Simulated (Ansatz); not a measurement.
Migration barriers: interstitial F in fcc Pt, neutral cell

Defect: interstitial F in fcc Pt, neutral cell. The numbers are results of PBE, PAW (plane waves to 420 eV; Ansatz, a program for electronic structure), not measurements.

Settings: 32 host sites, the relaxed PBE lattice, a 2×2×2 k-point mesh shifted by half a step, smearing 0.10 eV, spin-restricted, no image-charge correction. Static, classical nuclei. Spin-orbit coupling is left out. Sites that were not tried may lie lower.

Barriers: single points on a 4×4×4 k-point mesh shifted by half a step at the bands' geometries (they differ from the bands' own by up to 0.10 eV, and are uncertain by about as much).

| Route | Start site over the lowest site run (eV) | Hop (Å) | Forward barrier (eV) | Backward barrier (eV) | Neighbours at the start | Neighbours at the saddle | Saddle order | Forward, on the band's own sampling (eV) |
|---|---|---|---|---|---|---|---|---|
| several atoms move together, F the farthest | 0.00 | 1.95 | 0.66 | 0.66 | 4 Pt at 2.08 Å | 2 Pt at 2.03, 2 Pt at 2.32, 2 Pt at 2.61 Å | not checked, on a symmetry element | 0.75 |

Paths come from climbing-image nudged elastic band runs.  A band can be held on a symmetry element, so unchecked saddle points there may be too high.
